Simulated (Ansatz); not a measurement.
Method: PBE (plane waves to 420 eV, PAW; Ansatz, a program for electronic structure).

Electrostatic potential energy of an electron, averaged over planes parallel to the surface, in eV from the Fermi level, for O on the 1x1 (111) surface of fcc Cu, one in a 1x1 cell, started at the site 'bridge Cu-Cu (span 2.6 Å)':

```tsv
z (Å)	V (eV)
5.38	4.84
5.67	4.84
5.95	4.84
6.23	4.83
6.52	4.83
6.80	4.81
7.08	4.78
7.37	4.72
7.65	4.59
7.93	4.32
8.22	3.77
8.50	2.62
8.78	-0.08
9.07	-6.95
9.35	-14.24
9.63	-17.01
9.92	-14.58
10.20	-7.62
10.48	-1.16
10.77	-0.24
11.05	-4.88
11.33	-12.59
11.62	-16.92
11.90	-16.09
12.18	-10.26
12.47	-2.72
12.75	0.10
13.03	-2.49
13.32	-9.95
13.60	-15.94
13.88	-16.96
14.17	-12.81
14.45	-5.09
14.73	-0.16
15.02	-0.43
15.30	-5.95
15.58	-13.85
15.87	-17.78
16.15	-16.52
16.43	-10.86
16.72	-7.78
17.00	-7.86
17.28	-5.62
17.57	0.14
17.85	5.91
18.13	7.32
18.42	7.79
18.70	7.94
18.98	7.99
19.27	8.01
19.55	8.02
19.83	8.02
20.12	8.02
20.40	8.02
20.68	8.02
20.97	8.02
21.25	8.02
21.53	8.02
```

Model: 5-atom slab, 6.2 Å thick at the start under the adsorbate (thin: gaps and levels are the slab's own), 12x12x1 mesh, Fermi-Dirac 0.1 eV, dipole correction, 2 atoms held, the rest relaxed; symmetry of the start imposed; spin-polarised, no spin-orbit, no U, no dispersion correction. At the end it is bonded to 3 Cu. In PBE it is, or lies within 0.03 eV of, the lowest of the starts that converged.

Task: The surface cell has an area of 5.71 Å². What dipole along the normal does the step between the two vacuum levels imply?

Result: the top vacuum level lies 3.18 eV above the bottom one; p = −ε₀ A ΔV (ε₀ = 0.005526 e/(V·Å)) gives -0.10 e·Å a cell.
